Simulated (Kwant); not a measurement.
Model system: wire with a side stub in a GaAs two-dimensional gas. Effective mass 0.067 mₑ, grid spacing 4.2 nm, hard walls, nominal width 100 nm (23 grid rows, so walls 100.8 nm apart), one parabolic valley, scattering region 300 nm long along x; energies count from the band bottom; Fermi energy swept from 0.00044899 to 0.0053318 eV. Closed stub on one side, 130 nm wide and 150 nm deep.

The device is made up for the run: typed textbook-type constants, with dimensions and the other settings drawn at random.

Computed with Kwant: effective-mass tight-binding model on a square grid, one spin, coherent transport at 0 K. Conductance is in e²/h.

### Question
How many channels do the leads carry at E = 3.03 meV?

### Answer
The hard-wall thresholds are n² ħ²π²/(2mW²) = n² × 0.552 meV with W = 100.8 nm. √(3.03/0.552) = 2.34, so 2.
